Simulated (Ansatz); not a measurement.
Results of PBEsol (PAW; Ansatz, a first-principles code) for Ta₂O₅ (Pmmn, No. 59, 14 atoms in the cell; start mp-1539317).

Numerical settings: plane-wave cutoff 520 eV, 10×4×10 k mesh (along the axes of the cell as run), Fermi–Dirac smearing 0.01 eV, scalar-relativistic PAW data made under PBE.

Cell (relaxed with PBEsol):

```
CELL_PARAMETERS angstrom
      3.83815     0.00000     0.00000
      0.00000    12.99305     0.00000
      0.00000     0.00000     3.86936
ATOMIC_POSITIONS crystal
  Ta 0.00000 0.14618 0.02192
  Ta 0.00000 0.85382 0.02192
  Ta 0.50000 0.35382 0.97808
  Ta 0.50000 0.64618 0.97808
  O  0.50000 0.18521 0.00201
  O  0.50000 0.81479 0.00201
  O  0.00000 0.31479 0.99799
  O  0.00000 0.68521 0.99799
  O  0.00000 0.85068 0.50752
  O  0.00000 0.14932 0.50752
  O  0.50000 0.64932 0.49248
  O  0.50000 0.35068 0.49248
  O  0.50000 0.50000 0.99531
  O  0.00000 0.00000 0.00469
```

Problem. What does this level give for the band gap and smallest direct gap on the k points sampled?

Solution. 
band gap: 2.28 eV
smallest direct gap on the k points sampled: 2.86 eV

Spin–orbit coupling is not included.

A start named mp-… is a Materials Project structure, which need not be a measured phase.
